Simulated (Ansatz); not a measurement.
The reference is MgS in the rock salt structure (space group Fm-3m, No. 225; a = 5.182 Å). Axes: x, y, z lie along the cube axes.

Calculations: Ansatz (a quantum-chemistry and plane-wave program), PBEsol, PAW, cutoff 420 eV, spin-orbit coupling left out.

Before the change:

- Smallest direct gap: 3.69 eV
- Band gap: 2.73 eV

One thing is altered: biaxial strain +3.00 %, plane normal [001], relaxed out of plane (Cartesian); in-plane vectors clamped, the third vector and the atoms free.

Problem. What happens to the smallest direct gap, band gap and out-of-plane strain?

Solution. The smallest direct gap decreases by 0.40 eV (3.69 eV → 3.29 eV); the band gap falls by 0.274 eV to 2.45 eV; the out-of-plane strain comes out as -1.53 %.

Gaps are Kohn–Sham eigenvalue differences; semilocal functionals usually give less than the measured gap. Whether these cells are dynamically stable was not tested.
